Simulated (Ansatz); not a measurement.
We look at the energy of the reaction as written. Reaction: 1/4 cell B + 3/8 F2 (gas) → cell A. The sign is products less reactants.

Cell A: a slab of Ag (fcc, Fm-3m) cut along (111), 9 atoms, hexagonal cell of 2.93 Å (7.4 Å²), symmetry P3m1 within 0.02 Å, 18.1 Å thick under 16 Å of vacuum, in-plane vectors held at the crystal's; planes from bottom to top: Ag × 8 | F, its two faces unlike (dipole correction applied); added, foreign or displaced atoms, above the top plane: F bound to 3 Ag at 2.23 Å; spin state with PBE: run without spin, k-point mesh 18×18×1.
```xyz
9
Lattice="2.9330 0.0000 0.0000 1.4665 2.5400 0.0000 0.0000 0.0000 33.8069" Properties=species:S:1:pos:R:3 pbc="T T T"
Ag     2.9330     1.6934     8.0104
Ag     0.0000     0.0000    10.3931
Ag     1.4665     0.8467    12.7717
Ag     2.9330     1.6934    15.1596
Ag     0.0000     0.0000    17.5471
Ag     1.4665     0.8467    19.9357
Ag     2.9330     1.6934    22.3239
Ag     0.0000     0.0000    24.6350
F      1.4665     0.8467    26.0838
```

Cell B: a slab of Ag (fcc, Fm-3m) cut along (111), 33 atoms, hexagonal cell of 5.87 Å (29.8 Å²), symmetry P3m1 within 0.02 Å, 18.2 Å thick under 16 Å of vacuum, in-plane vectors held at the crystal's; planes from bottom to top: Ag4 × 8 | F, its two faces unlike (dipole correction applied); added, foreign or displaced atoms, above the top plane: F bound to 3 Ag at 2.32 Å; spin state with PBE: run without spin, k-point mesh 7×7×1.
```xyz
33
Lattice="5.8660 0.0000 0.0000 2.9330 5.0801 0.0000 0.0000 0.0000 33.8069" Properties=species:S:1:pos:R:3 pbc="T T T"
Ag     5.8656     1.6936     8.0297
Ag     2.9334     1.6936     8.0297
Ag     7.3324     4.2334     8.0280
Ag     4.3995     4.2330     8.0297
Ag    -0.0001     0.0000    10.4184
Ag     2.9331     0.0000    10.4184
Ag     1.4665     2.5401    10.4184
Ag     4.3995     2.5400    10.4201
Ag     1.4665     0.8467    12.7891
Ag     4.3995     0.8467    12.7888
Ag     2.9330     3.3867    12.7888
Ag     5.8659     3.3867    12.7888
Ag     5.8648     1.6940    15.1714
Ag     2.9342     1.6940    15.1714
Ag     7.3324     4.2334    15.1745
Ag     4.3995     4.2320    15.1714
Ag     0.0014     0.0008    17.5613
Ag     2.9316     0.0008    17.5613
Ag     1.4665     2.5385    17.5613
Ag     4.3995     2.5400    17.5690
Ag     1.4665     0.8467    19.9433
Ag     4.3995     0.8398    19.9479
Ag     2.9270     3.3902    19.9479
Ag     5.8719     3.3902    19.9479
Ag     5.8739     1.6888    22.3109
Ag     2.9250     1.6888    22.3109
Ag     7.3324     4.2334    22.3758
Ag     4.3995     4.2426    22.3109
Ag    -0.0429    -0.0248    24.7179
Ag     2.9759    -0.0248    24.7179
Ag     1.4665     2.5896    24.7179
Ag     4.3995     2.5400    24.6254
F      1.4665     0.8467    26.2565
```

Reference: an isolated F2 molecule (singlet) in a box of 11 × 11 × 13 Å.

Plane-wave PAW calculations with Ansatz (a program for electronic structure), its default PAW set, cutoff 420 eV, 500 eV for r2SCAN. The structures are at rest with PBE, within the held lattices; other levels are single points on them. Neutral cells; Fermi-Dirac smearing of at most 0.10 eV in the solids, energies taken to zero width. The lattices are those relaxed with PBE, so at other levels the solids can be strained, which adds to the spread. Larger cells are relaxed from a start prepared with the learned potential CHGNet, on a coarser mesh till forces fall under 0.03 eV/Å, which some starts already meet. A dispersion term (D3(BJ), or D4 for r2SCAN) was computed beside these levels and is taken off wherever the name lacks it. Nuclei at rest; no vibrational terms. Cells are local rest points, mostly with their start's symmetry. Values are for these cell sizes. The cells' k-point meshes differ in density, so the last digit is unsettled. Cell A has symmetry P3m1 within 0.02 Å and got no random move, so less symmetric positions, which may lie lower, weren't tried. Cell B has symmetry P3m1 within 0.02 Å and got no random move, so less symmetric positions, which may lie lower, weren't tried.

What is the computed value (r2SCAN)?

-1.36 eV, for 1/4 cell B + 3/8 F2 (gas) → cell A.

What do the other levels give, and how wide is the spread?


| Method | value (eV) | less r2SCAN |
|---|---|---|
| PBE | -1.08 | 0.28 |

The levels shown span 0.28 eV, from r2SCAN (-1.36) to PBE (-1.08).
